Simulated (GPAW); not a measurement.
## σyy against uniaxial strain in cubic perovskite BaTiO3 (space group 221): C12 (GPAW, LDA)

```xyz
5
Lattice="3.8886 0.0000 0.0000 0.0000 3.9478 0.0000 0.0000 0.0000 3.9478" Properties=species:S:1:pos:R:3 pbc="T T T"
Ba     0.0000     0.0000     0.0000
Ti     1.9443     1.9739     1.9739
O      1.9443     0.0000     1.9739
O      0.0000     1.9739     1.9739
O      1.9443     1.9739     0.0000
```

Level of theory: LDA (Perdew-Wang 92), GPAW PAW datasets LDA (gpaw-data 1.0.1) (plane waves; GPAW). Settings: mode = pw; ecut = 1040 eV; xc = LDA; kpts = 10 10 10; mesh shift (steps) = 0 0 0; occupations.name = fermi-dirac; occupations.width = 0.01 eV; nbands = -6; convergence.density = 1e-06 e/electron; convergence.energy = 1e-06 eV/electron; convergence.bands = -4; symmetry.symmorphic = false; symmetry.tolerance = 0.0005; maxiter = 150. The cell above is the first row's. The rows stretch one cube axis (x) by the strain ε and hold the other two. Stress is positive in tension. In all rows fractional positions and the k mesh are held.

```csv
ε (%),σyy (GPa)
-1.5,-1.82
-1.0,-1.18
-0.5,-0.57
0.0,0.03
0.5,0.62
1.0,1.19
1.5,1.74
2.0,?
```

Fit σyy against ε with a parabola, and predict the withheld value at ε = 2.0.

Least squares gives σyy = 0.033 + 1.1864·ε - 0.0319·ε². Residuals (row less fit): -0.002, 0.005, -0.002, -0.003, 0.002, 0.003, -0.001; standard error 0.004 (degrees of freedom: 4). The slope at ε = 0, 1.1864 GPa per cent, gives C12 ≈ 100 × 1.1864 = 119 GPa, for the static lattice. At the withheld row, σyy = 0.033 + 1.1864 × 2.0 - 0.0319 × 2.0² = 2.278 GPa. The calculation gives 2.27 GPa, 0.008 GPa below the prediction (0.2 % of the range of σyy in the table). The row lies outside the fitted rows, so this is an extrapolation. From the scatter of the fitted rows alone, a prediction at this place has a standard error of 0.007 GPa, so the miss is 1.2 times that.

Carrying the step between the two nearest rows on in a straight line would have given 2.29, off by 0.02; series whose last step already gives the withheld value aren't shown. The reference cell has the volume at which an earlier scan in this program and functional put its minimum by a fit. This is a high-temperature phase, held here by symmetry. The runs keep the symmetry of the cell, so they don't test it for distortions. The unstrained cell stands at a pressure of -0.03 GPa, and the constants belong to that pressure. By symmetry this strain leaves no force on the atoms; the largest in the rows is 0.000 eV/Å. Spin-orbit coupling is off. Cutoffs and mesh are single choices, not tested for convergence of this quantity. Series with a scatter that would blur these digits, or in which a gap closes, are not shown. Strain series were run only where this level's volume lies within 10 % of a first guess from the measured size.
